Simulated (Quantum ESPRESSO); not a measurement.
Quantum ESPRESSO 7.5, DFT, PBE, plane waves, PseudoDojo 0.5 standard norm-conserving PBE (local tails restored to the Coulomb form): diamond-structure Si with 4 P on Si sites, atoms displaced (Si12P4), unrelaxed at the host's lattice constant, 16 atoms. Basis and mesh were picked for this test and aren't claimed converged.

```yaml
cell: 7.68, 7.68, 7.68 Å; 60, 60, 60°
distance_to_the_nearest_atom: 2.07 to 2.32 Å
task: scf
k mesh: 3×3×3
ecutwfc: 44 Ry
ecutrho: 176 Ry
occupations: smearing
smearing: gaussian
degauss: 0.005 Ry
conv_thr: 1.6e-08 Ry
tprnfor: true
tstress: false
k-point pools (-nk): 8
diagonalization: david (default)
k-points computed: 14
bands: 41
electrons: 68
G-vectors of the density: 85275
FFT grid: 64×64×64
```

Settings of this run: mixing_mode = local-TF, mixing_beta = 0.1, mixing_ndim = 8; 8 ranks.

| SCF iteration | band solver's avg # of iterations (first pass) | estimated scf accuracy (Ry) |
|---|---|---|
| 1 | 3.4 | 0.40005273 |
| 2 | 1.1 | 0.35438431 |
| 3 | 2.0 | 0.02176354 |
| 4 | 12.8 | 0.00608598 |
| 5 | 3.4 | 0.00639919 |
| 6 | 1.1 | 0.00374228 |
| 7 | 3.7 | 0.00044446 |
| 8 | 8.6 | 0.00047433 |
| 9 | 1.1 | 0.00047449 |
| 10 | 1.0 | 0.00030299 |
| 11 | 2.0 | 0.00022701 |
| 12 | 1.0 | 0.00023993 |
| 13 | 1.0 | 0.00024155 |
| 14 | 1.0 | 0.00016188 |
| 15 | 1.0 | 0.00014820 |
| 16 | 1.0 | 0.00014363 |
| 17 | 1.1 | 0.00004695 |
| 18 | 1.2 | 0.00003263 |
| 19 | 3.1 | 0.00000472 |
| 20 | 3.6 | 0.00000293 |
| 21 | 1.6 | 0.00000353 |
| 22 | 1.6 | 0.00000206 |
| 23 | 1.3 | 0.00000352 |
| 24 | 1.0 | 0.00000333 |
| 25 | 2.2 | 0.00000066 |
| 26 | 2.1 | 0.00000032 |
| 27 | 2.1 | 0.00000022 |
| 28 | 2.0 | 0.00000020 |
| 29 | 2.0 | 0.00000003 |
| 30 | 4.4 | 0.00000002 |
| 31 | 1.0 | 0.00000002 |
| 32 | 1.4 | 0.00000002 |
| 33 | 1.0 | 0.00000002 |
| 34 | 1.0 | 0.00000001 |

It converged after 34 SCF iterations.

Q: The cycle is slow. Which setting should be changed?

A: One answer among several that fit: mixing_beta = 0.7 (10 SCF iterations) or mixing_beta = 0.4 (12 SCF iterations), all else kept. The other changes of this size gave: mixing_mode = plain (18); mixing_beta = 0.2 (18); mixing_mode = TF (22). The first change moves the result by: energy equal as printed, forces (largest component) 0.15 meV/Å. Counts are of single runs.
